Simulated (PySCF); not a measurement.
PySCF 2.14.0, WB97X/def2-svp, df: Mo(O)(S)(OSiH3)2 ([O]=[Mo](=[S])([O][SiH3])[O][SiH3]), 13 atoms. The geometry is a generated start, not checked to be a minimum at this level.

| Item | Value |
|---|---|
| task | energy |
| method | wb97x |
| basis | def2-svp |
| two-electron scheme | density fitting |
| mol.max_memory | 3000 MB |
| mf.max_cycle | 100 |
| mf.conv_tol | 1e-09 (default) |
| mf.grids.level | 3 (default) |
| effective core potentials | those of the basis set, past Kr |
| basis functions | 157 |
| grid points | 180776 |

```xyz
13

Mo     0.6125     0.5436     1.0145
O      2.0965     1.2262     1.1516
S     -0.3185     0.6394     2.9510
O      0.6538    -1.1733     0.5881
Si     0.8657    -2.7100     0.0924
H     -0.2877    -3.4514     0.6274
H      2.1593    -3.1535     0.6301
H      0.8425    -2.6451    -1.3805
O     -0.4761     1.4028    -0.0847
Si    -1.3699     2.1960    -1.1914
H     -2.7088     1.5893    -1.1067
H     -0.7352     1.9247    -2.4939
H     -1.3340     3.6114    -0.7978
```

Charge 0 and multiplicity 1 are set for this test and not shown to be the ground state.

With the defaults (mf.DIIS = CDIIS, mf.diis = true, mf.level_shift = 0, mf.init_guess = minao, mf.diis_space = 8, mf.damp = 0, mf.diis_start_cycle = 1, mf.diis_damp = 0) it converges in 16 Fock builds. One run each on 2 threads, 1 BLAS thread, with these changes:
- mf.level_shift = 0.1 Hartree
- mf.init_guess = mod_huckel
- mf.DIIS = EDIIS
- mf.damp = 0.7, mf.diis_start_cycle = 8
- mf.init_guess = 1e
- mf.diis = false
- mf.diis_space = 5
- mf.DIIS = ADIIS
- mf.diis_damp = 0.3

Question: Name the settings that don't reach the solution of the defaults.

Answer: No convergence: mf.DIIS = EDIIS; mf.diis = false (the run ends without SCF convergence in 100 cycles). The rest reach the solution of the defaults.

```tsv
setting	Fock builds	end
the defaults	16	same solution
mf.diis_damp = 0.3	16	same solution
mf.level_shift = 0.1 Hartree	17	same solution
mf.diis_space = 5	18	same solution
mf.init_guess = mod_huckel	19	same solution
mf.damp = 0.7, mf.diis_start_cycle = 8	20	same solution
mf.DIIS = ADIIS	24	same solution
mf.init_guess = 1e	27	same solution
mf.DIIS = EDIIS	101	no convergence
mf.diis = false	101	no convergence
```
